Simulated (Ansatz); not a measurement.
The starting structures come from a database of crystals and need not be the phases stable at ambient conditions.

Inside the gap of an insulator the Bloch states are evanescent, with a wavenumber k + iκ along the transport direction.

Given:

```yaml
crystal:
  lattice:
    - [6.69061, 0.00000, 0.00000]
    - [3.34531, 7.06460, 0.00000]
    - [3.34531, 0.00000, 5.71727]
  atoms:
    - { symbol: Cs, position: [0.64626, 0.70748, 0.00000] }
    - { symbol: Cs, position: [0.35374, 0.29252, 0.00000] }
    - { symbol: Pt, position: [0.50000, 0.00000, 0.50000] }
    - { symbol: Pt, position: [0.00000, 0.00000, 0.50000] }
    - { symbol: Pt, position: [0.00000, 0.00000, 0.00000] }
    - { symbol: Se, position: [0.72136, 0.22198, 0.33530] }
    - { symbol: Se, position: [0.27864, 0.77802, 0.66470] }
    - { symbol: Se, position: [0.05666, 0.22198, 0.66470] }
    - { symbol: Se, position: [0.94334, 0.77802, 0.33530] }
```

Space group of this cell: Fmmm. The cell is taken as given.

Transport runs along the normal of the first two printed cell vectors.

The gap is the functional's own. No spin-orbit coupling. Mid-gap values are interpolated on the energy grid.

Give the band gap and the smallest decay constant κ at mid-gap that r2SCAN (Ansatz, a program for electronic structure) yields.

Gap 1.57 eV on a 6×6×6 mesh; κ = 0.242 1/Å, at (0.000, 0.500) of the in-plane reciprocal vectors. At the zone centre, at the nearest computed energy, the slowest state has κ = 0.30 1/Å.
